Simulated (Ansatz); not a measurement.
A computed series for AlN: response to strain

Consider AlN in the wurtzite structure (space group P6_3mc, No. 186; a = 3.0888 Å, c = 4.9433 Å). Axes: x lies along a and z along c of the hexagonal cell.

Strains are applied to the cell and any free atomic positions relax.

The values are results of LDA (Ansatz, an electronic-structure program), no spin-orbit coupling, not measurements.

Notes on the quantities. energy relative to the base: free energy F; pressure: mean of the normal stresses, compression positive.

```tsv
change	energy relative to the base	volume per atom	pressure	band gap	electron mass
base	0 meV/atom	10.21 Å³	-0.01 GPa	4.42 eV	0.32 mₑ (at Γ)
uniaxial strain ε_xx = +0.60 %	+0.5 meV/atom	10.27 Å³	-1.29 GPa	4.35 eV	0.31 mₑ (at Γ)
uniaxial strain ε_xx = +1.20 %	+1.8 meV/atom	10.33 Å³	-2.55 GPa	4.28 eV	0.31 mₑ (at Γ)
uniaxial strain ε_xx = +1.80 %	+4.0 meV/atom	10.39 Å³	-3.77 GPa	4.21 eV	0.31 mₑ (at Γ)
uniaxial strain ε_xx = +2.40 %	+7.0 meV/atom	10.46 Å³	-4.96 GPa	4.14 eV	0.31 mₑ (at Γ)
uniaxial strain ε_xx = +3.00 %	+11 meV/atom	10.52 Å³	-6.12 GPa	4.07 eV	0.30 mₑ along x, 0.31 mₑ along y, 0.30 mₑ along z (at Γ)
```

Masses are band curvatures over ±0.01 Å⁻¹ around the edge. No phonon test of stability was made.
